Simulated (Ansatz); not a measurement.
For BN (Fmm2, No. 42, 2 atoms in the cell; start mp-685145; a measured phase of this formula has another space group), r²SCAN+rVV10 (Ansatz, a quantum-chemistry and plane-wave program, PAW) gives:

- cohesive energy: 6.96 eV/atom
- band gap: 3.89 eV

Question: What does PBE0 (plane waves, PAW; Ansatz) give for the same quantities?

Answer: 
- cohesive energy: 6.88 eV/atom (drops by 0.08 eV/atom)
- band gap: 6.21 eV (increases by 2.32 eV)

Changes are worked out from the printed values.

Unless a cell is named, each level is at its own relaxed cell (r²SCAN+rVV10 8.91, PBE0 10.98 Å³/atom).

Density-functional gaps are differences of (generalised) Kohn–Sham levels.

Caveats: the relaxation could not lower the start's symmetry, so the cell can be a saddle point above a distorted one (r²SCAN+rVV10, PBE0). Ansatz's density-functional and Hartree–Fock values are scalar-relativistic unless marked +SOC, with PAW data made under PBE.

A start named mp-… is a Materials Project structure, which need not be a measured phase.
